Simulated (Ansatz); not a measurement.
Take ScOF (space group P4/nmm, No. 129; a cell from a computed database, its experimental status unchecked) as the base.

```
ScOF
1.0
    3.57749     0.00000     0.00000
    0.00000     3.57749     0.00000
    0.00000     0.00000     5.09442
Sc O F
2 2 2
Cartesian
  1.78875   0.00000   3.60295
  0.00000   1.78875   1.49147
  0.00000   0.00000   2.54721
  1.78875   1.78875   2.54721
  1.78875   1.78875   0.00000
  0.00000   0.00000   0.00000
```

Cartesian axes are those of the cell as printed.

Method: PBEsol (Ansatz, an electronic-structure program; PAW; 420 eV plane waves; scalar-relativistic without spin-orbit coupling).

Base values:

* **Shortest interatomic distance**: 2.077 Å
* **Pressure**: 0.00 GPa

One thing is altered: compressive biaxial strain of 4.78 % in the plane normal to [001], as in epitaxy on a mismatched substrate; the out-of-plane cell vector and the atoms relax.

Q: Estimate the effect on the shortest interatomic distance, ratio −ε⊥/ε∥ and pressure.

A: The shortest interatomic distance falls by 0.048 Å to 2.029 Å; the ratio −ε⊥/ε∥ comes out as 0.42; the pressure (mean of the normal stresses, compression positive) goes from zero to 15.55 GPa.

Whether these cells are dynamically stable was not tested. All final runs are without spin polarisation.
